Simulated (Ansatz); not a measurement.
**Effect of biaxial strain +4.31 %, plane normal [001], relaxed out of plane on hypothetical P6/mmm CsV3Sb5**

The parent structure is CsV3Sb5 (space group P6/mmm, No. 191; a = 5.441 Å, c = 9.130 Å; a hypothetical phase, not in the database extracts checked). Axes: x lies along a and z along c of the hexagonal cell.

It is then changed as follows: tensile biaxial strain of 4.31 % in the plane normal to [001], as in epitaxy on a mismatched substrate; the out-of-plane cell vector and the atoms relax.

The values are results of plane-wave PAW DFT at the PBE-D3(BJ) level (Ansatz, a first-principles code, 420 eV), no spin-orbit coupling, not measurements. k-mesh 10×10×5 (Γ-centred); smearing 0.05 eV (Fermi–Dirac).

Volume per atom: 26.82 Å³ (base 26.01 Å³)
Space group: P6/mmm (No. 191) (base P6/mmm (No. 191))
Pressure (mean of the normal stresses, compression positive): -3.2 GPa (base 0.0 GPa)
Band gap: zero (base zero)
Out-of-plane strain: -5.20 % (rough)

Final structure (turned so that z lies along the plane normal):

```
CELL_PARAMETERS angstrom
      5.67528     0.00000     0.00000
      2.83764     4.91494     0.00000
      0.00000     0.00000     8.65517
ATOMIC_POSITIONS crystal
  Cs 0.00000 0.00000 0.00000
  V  0.50000 0.50000 0.50000
  V  0.50000 0.00000 0.50000
  V  0.00000 0.50000 0.50000
  Sb 0.00000 0.00000 0.50000
  Sb 0.33333 0.33333 0.24765
  Sb 0.66667 0.66667 0.24765
  Sb 0.66667 0.66667 0.75235
  Sb 0.33333 0.33333 0.75235
```

Cost of the whole job for the changed cell (relaxation, final SCF and bands): very roughly 5 core-minutes.

Without a gap, meshes like the base's 10×10×5 leave anisotropic stresses uncertain by several tenths of a GPa, and small strain energies with them. No phonon test of stability was made. Seeded moments were not kept for the base. The final runs are not spin-polarised. An odd electron count without spin: CsV3Sb5. CsV3Sb5 has a high density of states at the Fermi level and may be magnetic at this level.
